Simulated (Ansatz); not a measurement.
GaP, response to strain

Base system: GaP in the zinc blende structure (space group F-43m, No. 216; a = 5.4514 Å). Axes: x, y, z lie along the cube axes.

Strains are applied to the cell and any free atomic positions relax; under biaxial strain the out-of-plane vector relaxes too; under stress the whole cell relaxes.

Calculations: plane-wave PAW DFT at the r2SCAN level (Ansatz, a first-principles code, 500 eV), no SOC.

Candidates:
(a) tensor shear ε_xy = +0.64 %
(b) uniaxial stress, 2 GPa tension along z
(c) biaxial strain +0.82 %, plane normal [110], relaxed out of plane

Notes on the quantities. energy relative to the base: free energy F.

**Question.** Order them by energy relative to the base, highest first.

**Answer.** (b) uniaxial stress, 2 GPa tension along z (+2.3 meV/atom), (c) biaxial strain +0.82 %, plane normal [110], relaxed out of plane (+1.6 meV/atom), (a) tensor shear ε_xy = +0.64 % (+0.8 meV/atom)

A biaxial case was relaxed in a doubled cell and then solved in the primitive one. Stability under load was not tested beyond the relaxation.
